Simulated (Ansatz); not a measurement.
**Fermi-surface data of Ru (P6_3/mmc)**

Data:

```
CELL_PARAMETERS angstrom
      2.68806     0.00000     0.00000
     -1.34403     2.32793     0.00000
      0.00000     0.00000     4.25536
ATOMIC_POSITIONS crystal
  Ru 0.33333 0.66667 0.25000
  Ru 0.66667 0.33333 0.75000
```

Level of theory: r2SCAN, rigid bands (plane waves, PAW, scalar-relativistic; Ansatz, a program for electronic structure). Condition of this run: functional r2SCAN on the same cell. Geometry: cell and atoms relaxed with PBEsol.

```
Property                                                               Value
------------------------------------  --------------------------------------
density of states at the Fermi level       1.51 states/(eV·cell), both spins
bare Sommerfeld coefficient                        1.78 mJ/(mol of atoms·K²)
Drude plasma energy                             8.8 (x), 8.8 (y), 9.8 (z) eV
root-mean-square Fermi velocity                                    7.5e5 m/s
resistivity times τ                   6.4 (x), 6.4 (y), 5.1 (z) ×10⁻²² Ω·m·s
```

A metal at this level (no band gap); rigid bands, thermally averaged at 300 K, both spins. Spin-orbit coupling is left out. τ is one relaxation time for all states.
